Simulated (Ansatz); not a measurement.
Start from ZnO in the wurtzite structure (space group P6_3mc, No. 186; a = 3.280 Å, c = 5.293 Å).

Calculations: Kohn–Sham DFT with the PBE functional, run in Ansatz (a quantum-chemistry and plane-wave program) with PAW and 420 eV plane waves, no spin-orbit coupling.

One change was made to it. Results:

The c/a ratio stays essentially unchanged (1.614 against 1.613); the lattice parameter a decreases by 0.101 Å to 3.179 Å.

**Question.** Name the change that was made.
A) pressure 4.5 GPa
B) pressure 15 GPa
C) pressure 0.9 GPa

**Answer.** B, pressure 15 GPa. For comparison, the lattice parameter a in the other runs: pressure 4.5 GPa gives 3.245 Å; pressure 0.9 GPa gives 3.272 Å.

Load acts through the strain it causes; cell and atoms are relaxed under it. Stability against distortions was not tested. Measured, ZnO leaves this structure (for rock salt) near 9.1 GPa (temperature not stated; as listed in Datta, Sujoy, Jana, Debnarayan, arXiv (2020)), on rising pressure, with hysteresis.
